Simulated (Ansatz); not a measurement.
A computed series for SnO: pressure series

Take SnO in the litharge type structure (space group P4/nmm, No. 129; layered, stacked along the Cartesian z axis) as the base.

```yaml
crystal:
  lattice:
    - [3.83710, 0.00000, 0.00000]
    - [0.00000, 3.83710, 0.00000]
    - [0.00000, 0.00000, 4.75861]
  atoms:
    - { symbol: Sn, position: [0.50000, 0.00000, 0.24344] }
    - { symbol: Sn, position: [0.00000, 0.50000, 0.75656] }
    - { symbol: O, position: [0.00000, 0.00000, 0.00000] }
    - { symbol: O, position: [0.50000, 0.50000, 0.00000] }
```

Cell and atoms are relaxed at each pressure.

Levels (all Ansatz, an electronic-structure program, PAW): PBE-D3(BJ) (420 eV, scalar-relativistic without spin-orbit coupling); r2SCAN+rVV10 (500 eV, scalar-relativistic without spin-orbit coupling).

The base cell above is that of PBE-D3(BJ); each level relaxes its own structures.

```csv
case,"volume per atom, PBE-D3(BJ)","volume per atom, r2SCAN+rVV10"
pressure −2 GPa,19.17 Å³,19.01 Å³
pressure −1 GPa,18.14 Å³,17.75 Å³
pressure 0.9 GPa,17.09 Å³,16.71 Å³
pressure 2.1 GPa,16.62 Å³,16.28 Å³
pressure 4.5 GPa,15.89 Å³,15.59 Å³
pressure 9 GPa,14.98 Å³,14.75 Å³
pressure 15 GPa,14.16 Å³,13.97 Å³
pressure 22.5 GPa,13.40 Å³,13.27 Å³
pressure 30 GPa,12.83 Å³,12.75 Å³
```

PBE-D3(BJ) lies above r2SCAN+rVV10 in every row, by 0.08 Å³ to 0.39 Å³. They put the cases in the same order.

A case with no gap was solved on a k-mesh chosen for an insulator, which is coarse for it. Load acts through the strain it causes; cell and atoms are relaxed under it. No phonon test of stability was made. Competing high-pressure phases were not computed. The final runs are not spin-polarised.
